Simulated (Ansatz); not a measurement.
Data:

```xyz
2
Lattice="0.0000 3.2930 3.2930 3.2930 0.0000 3.2930 3.2930 3.2930 0.0000" Properties=species:S:1:pos:R:3 pbc="T T T"
Cd     0.0000     0.0000     0.0000
Te     1.6465     1.6465     1.6465
```

No spin polarisation.

Method: PBEsol in Ansatz (plane waves to 420 eV, PAW, no spin-orbit coupling). Γ-centred 9×9×9 mesh, Fermi–Dirac width 0.05 eV.

### Question
What pressure does the calculation give?

### Answer
-1.65 GPa.

### Question
What is the computed hole mass (degenerate bands, along [100])?

### Answer
0.047, 0.55, 0.55 mₑ (at Γ).

### Question
What is the computed width of the top valence band?

### Answer
2.03 eV.

### Question
Estimate the band gap.

### Answer
0.52 eV.

With Te present, leaving out spin-orbit coupling can change the band edges. The cells carry an imposed strain or load. Effective masses come from finite differences of ±0.01 Å⁻¹. Stability against distortions was not tested. The cell was made from CdTe in the zinc blende structure (space group F-43m, No. 216) by this change: isotropic strain +1.50 %.

Ansatz is a first-principles code.
